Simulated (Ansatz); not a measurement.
System: cubic perovskite KMgF3. Method: PBE-D3(BJ) (Ansatz, an electronic-structure program, plane waves, PAW).

Numerical settings: plane-wave cutoff 520 eV, 8×8×8 k mesh, Fermi–Dirac smearing 0.01 eV, scalar-relativistic PAW data made under PBE.

Cell (relaxed at this level):

```cif
data_F3KMg
_chemical_formula_sum 'K1 Mg1 F3'
_space_group_name_H-M_alt 'Pm-3m'
_space_group_IT_number 221
_space_group_name_Hall '-P 4 2 3'
_cell_length_a 4.01670
_cell_length_b 4.01670
_cell_length_c 4.01670
_cell_angle_alpha 90.000
_cell_angle_beta 90.000
_cell_angle_gamma 90.000
loop_
_atom_site_label
_atom_site_type_symbol
_atom_site_symmetry_multiplicity
_atom_site_Wyckoff_symbol
_atom_site_fract_x
_atom_site_fract_y
_atom_site_fract_z
_atom_site_occupancy
K1 K 1 a 0.00000 0.00000 0.00000 1
Mg1 Mg 1 b 0.50000 0.50000 0.50000 1
F1 F 3 c 0.00000 0.50000 0.50000 1
```

Q: What does this level give for the bulk modulus, band gap, smallest direct gap on the k points sampled and pressure derivative B′ of the bulk modulus?

A: 
- bulk modulus = 70.5 GPa
- band gap = 7.16 eV (indirect)
- smallest direct gap on the k points sampled = 7.48 eV
- pressure derivative B′ of the bulk modulus = 4.4

Measured, for comparison: bulk modulus 75.1 GPa (room temperature, no zero-point or thermal correction, our sources range from 71.2 to 75.1; as tabulated in Vaitheeswaran et al. (2007), arXiv:cond-mat/0703621). Computed (rounded) less measured: bulk modulus -6 % (-1.0 % to -6 % over the range).

The computed numbers hold no vibrational or temperature effects.

Cost on a shared machine: roughly 25 core-seconds.
